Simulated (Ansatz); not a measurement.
Input and output of a zone-centre phonon calculation for Mg6ZrGa (Amm2, 8 atoms in the cell) (Ansatz, a program for electronic structure).

Level of theory: LDA (PW92), default PAW files made with PBE (plane waves; Ansatz).

```
Mg6ZrGa
1.0
    4.88647     0.00000     0.00000
    0.00000     3.20073     5.50489
    0.00000    -3.20073     5.50489
Mg Zr Ga
6 1 1
Cartesian
  0.00000  -1.58302   6.40054
  0.00000   1.58302   6.40054
  0.00000   0.00000   3.67628
  2.44324  -1.60190   4.58425
  2.44324   1.60190   4.58425
  2.44324   0.00000   1.84458
  0.00000   0.00000   9.07239
  2.44324   0.00000   7.47652
```

Reference input (self-consistent single point, DFT, PBEsol, plane waves, default PAW files made with PBE): basis.ecutwfc = 420 eV; kpoints.mp_grid.grid = 4 3 3; kpoints.mp_grid.shift = 0.5 0.5 0.5; hamiltonian.xc = pbesol; hamiltonian.pseudopotentials = {kind: paw} (the program's default PAW files); scf.occupations.method = fermi_dirac; scf.occupations.width = 0.136 eV. This run's input differs from it in these lines:

Ansatz 0.2 input:
```diff
@@ -15,3 +15,3 @@
 basis:
-  ecutwfc: 420.0
+  ecutwfc: 295.0
 kpoints:
@@ -19,3 +19,3 @@
 hamiltonian:
-  xc: pbesol
+  xc: lda
   pseudopotentials: { kind: paw }
@@ -23,6 +23,4 @@
   occupations: { method: fermi_dirac, width: 0.136 }
-output:
-  forces: true
-  eigenvalues: true
-  stress: true
+phonons:
+  method: dfpt
```

Output (repeated stretches shortened):

```
SCF iter   1: F=—  HF=-19194.062446 eV  |F-HF|=—  |Δ(HF+E_count)|=         —  Δρ=7.55e-3  dr2=4.55e-2  ethr=1.77e-3  ⟨swp⟩=7.6  Hψ=1930  notcnv=0
all-band conjugate gradients solve this SCF's bands
preconditioner: auto → Kerker (q_TF=auto, 2.425 Å⁻¹)
SCF iter   2: F=—  HF=-19194.017600 eV  |F-HF|=—  |Δ(HF+E_count)|=   4.48e-2  Δρ=3.24e-3  dr2=1.53e-2  ethr=5.35e-5  ⟨swp⟩=2.0  Hψ=955  notcnv=0
   [... lines left out ...]
SCF iter   8: F=—  HF=-19194.012157 eV  |F-HF|=—  |Δ(HF+E_count)|=   6.56e-9  Δρ=3.13e-6  dr2=3.30e-8  ethr=5.54e-10  ⟨swp⟩=2.0  Hψ=692  notcnv=0
SCF iter   9: F=—  HF=-19194.012157 eV  |F-HF|=—  |Δ(HF+E_count)|=   9.27e-9  Δρ=6.73e-7  dr2=1.37e-9  ethr=3.88e-11  ⟨swp⟩=2.2  Hψ=710  notcnv=0
SCF iter  10: F=—  HF=-19194.012157 eV  |F-HF|=—  |Δ(HF+E_count)|=  2.26e-10  Δρ=1.79e-7  dr2=1.11e-10  ethr=1.61e-12  ⟨swp⟩=2.0  Hψ=619  notcnv=0
SCF iter  11: F=-19194.012157 eV  HF=-19194.012157 eV  |F-HF|=7.28e-12  |Δ(HF+E_count)|=  2.91e-11  Δρ=6.00e-8  dr2=6.65e-12  ethr=1.00e-12  ⟨swp⟩=4.0  Hψ=2376  notcnv=0
SCF 1 converged in 11 iterations: F = -19194.012157 eV  dr2 = 6.65e-12
DFPT response loops at q = (0, 0, 0) (fractional): preconditioner auto → Kerker (q_TF=auto, 2.425 Å⁻¹) (partly filled bands, converged f_vac=0.000) …
phonon interpolation: 2 periodic images of 2 blocks of the force constants (a block to an ordered pair of atoms and a translation) lie up to 6.15e-3 Å farther …
Free energy (F): -19194.012157 eV
Internal energy: -19193.759951 eV  (E = F + TS)
E sigma→0 (E₀):  -19193.886054 eV
Entropy (-TS):   -0.252206 eV (-31.526 meV/atom)
Fermi energy:    7.193895 eV
   [... lines left out ...]
  ASR residual per site (eV/Å²): 2.76e-5 2.76e-5 1.13e-4 3.28e-5 3.28e-5 2.07e-5 5.42e-4 8.47e-6
  Γ frequencies (cm⁻¹): 0.00 0.00 0.00 45.55 80.37 83.71 108.73 122.35 128.53 134.13 155.35 172.17 172.92 180.69 200.59 202.18 204.23 213.73 220.38 222.91 227.26 236.70 244.43 278.28
  non-analytic LO–TO correction: not included (Born effective charges unavailable; polar crystals: no LO–TO splitting at Γ)
```

The run converged in 11 iterations. 

Summary of the result:
* **Free energy E − TS (on the zero of these files)**: -19194.0122 eV
* **Fermi level (on the code's own zero)**: 7.19 eV
* **Zone-centre frequencies (cm⁻¹; negative means imaginary)**: 0, 0, 0, 46, 80, 84, 109, 122, 129, 134, 155, 172, 173, 181, 201, 202, 204, 214, 220, 223, 227, 237, 244, 278

The starting cell comes from a database of computed structures (which also holds hypothetical and non-ambient phases and stackings), without a prior relaxation at this level. The cutoff lies below the one recommended for these files.

Cost on one core of a shared machine: roughly 80 s.
